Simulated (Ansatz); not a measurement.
The parent structure is MgSe in the rock salt structure (space group Fm-3m, No. 225).

```
MgSe
1.0
    0.00000     2.69565     2.69565
    2.69565     0.00000     2.69565
    2.69565     2.69565     0.00000
Mg Se
1 1
Direct
  0.00000   0.00000   0.00000
  0.50000   0.50000   0.50000
```

Cartesian axes are those of the cell as printed.

The values are results of LDA (Ansatz, a quantum-chemistry and plane-wave program; PAW; 420 eV plane waves; spin-orbit coupling left out), not measurements.

For the base:

The valence-band top at Γ is 0.00, 0.00, 0.00 eV and the band gap comes out as 1.72 eV.

One thing is altered: the cell is compressed by 2.00 % along z with no lateral relaxation, atoms relaxed at fixed cell.

Question: Predict the new valence-band top at Γ.

Answer: The valence-band top at Γ (three highest levels, from the VBM) goes from 0.00, 0.00, 0.00 eV to 0.00, 0.00, -0.11 eV.

Question: What does the calculation give for the band gap after the change?

Answer: The band gap decreases by 0.07 eV to 1.65 eV.

The cells carry an imposed strain or load. Whether these cells are dynamically stable was not tested.
